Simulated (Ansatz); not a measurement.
**Smallest direct gap on the k points sampled of Y2SiO5 (C2/c, No. 15, 32 atoms in the cell; start mp-3520) at several levels of theory**

No measured value is used here.

| level (code) | value (eV) |
|---|---|
| LDA (Ansatz) | 4.76 |
| PBEsol (Ansatz) | 4.85 |
| r²SCAN (Ansatz) | 5.50 |
| HSE06 (Ansatz) | … |

### Question
Some entries are withheld; supply them.

### Answer

- HSE06 (Ansatz, a first-principles code), value (eV): 6.55

Computed values are for a static lattice. Levels without +SOC have no spin–orbit coupling; where heavier elements are present it shifts gaps, mostly down, and can invert bands.  Values are at the PBEsol cell. Cutoffs and k meshes differ between the levels. Ansatz's density-functional and Hartree–Fock values are scalar-relativistic unless marked +SOC, with PAW data made under PBE.

A start named mp-… is a Materials Project structure, which need not be a measured phase.
